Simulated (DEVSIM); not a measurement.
Device: Pt/SiO2/p-Si capacitor, at 300 K.

| layer (left to right) | material | thickness (nm) | Na (cm⁻³) |
|---|---|---|---|
| 1 | SiO2 | 22.0 | - |
| 2 | Si | 1700 | 1.1e17 |

Metal gate on the left, work function 5.6 eV. Fixed charge at the semiconductor interface 0 cm⁻² (in units of +e); interface traps 3e11 cm⁻² eV⁻¹, uniform in energy, neutral level at 0.3 of the gap above the valence band.

This is a model device: material constants are rounded textbook-type values typed into the input, and sizes, dopings and lifetimes were drawn at random. Values at 300 K.

| parameter | SiO2 | Si |
|---|---|---|
| gap (eV) | 9 | 1.124 |
| affinity (eV) | 0.9 | 4.05 |
| permittivity | 3.9 | 11.7 |
| Nc (cm⁻³) | - | 2.86e19 |
| Nv (cm⁻³) | - | 3.1e19 |

DEVSIM, 1D Poisson equation in equilibrium, Boltzmann statistics, complete ionisation; no quantum confinement or tunnelling. Metal contacts follow the ideal Schottky-Mott rule: no Fermi-level pinning, no interface dipoles.

Problem. Tabulate band edges, carrier densities and field at -2.4 V on the gate.

Solution. Energies count from the Fermi level of the right contact; mesh points crowd at the junctions.

```
x (μm)    Ec (eV)  Ev (eV)  n (cm⁻³)  p (cm⁻³)  field (V/cm)
--------  -------  -------  --------  --------  ------------
0.000       7.100   -1.900     < 1e2     < 1e2      -1300000
0.001309    6.931   -2.069     < 1e2     < 1e2      -1300000
0.004096    6.572   -2.428     < 1e2     < 1e2      -1300000
0.009525    5.872   -3.127     < 1e2     < 1e2      -1300000
0.01787     4.797   -4.203     < 1e2     < 1e2      -1300000
0.02059     4.446   -4.554     < 1e2     < 1e2      -1300000
0.02199     4.266   -4.734     < 1e2     < 1e2       -940000
0.02405     1.066   -0.058     < 1e2    3.3e18       -150000
0.02783     1.030   -0.094       140    8.2e17        -62000
0.03658     0.999   -0.125       470    2.5e17        -20000
0.05514     0.982   -0.142       900    1.3e17         -3500
0.1222      0.978   -0.146      1100    1.1e17           -15
0.2416      0.978   -0.146      1100    1.1e17           ≈ 0
0.5184      0.978   -0.146      1100    1.1e17           ≈ 0
1.211       0.978   -0.146      1100    1.1e17           ≈ 0
1.488       0.978   -0.146      1100    1.1e17           ≈ 0
1.619       0.978   -0.146      1100    1.1e17           ≈ 0
1.675       0.978   -0.146      1100    1.1e17           ≈ 0
1.707       0.978   -0.146      1100    1.1e17           ≈ 0
1.716       0.978   -0.146      1100    1.1e17           ≈ 0
1.720       0.978   -0.146      1100    1.1e17           ≈ 0
1.722       0.978   -0.146      1100    1.1e17           ≈ 0
```
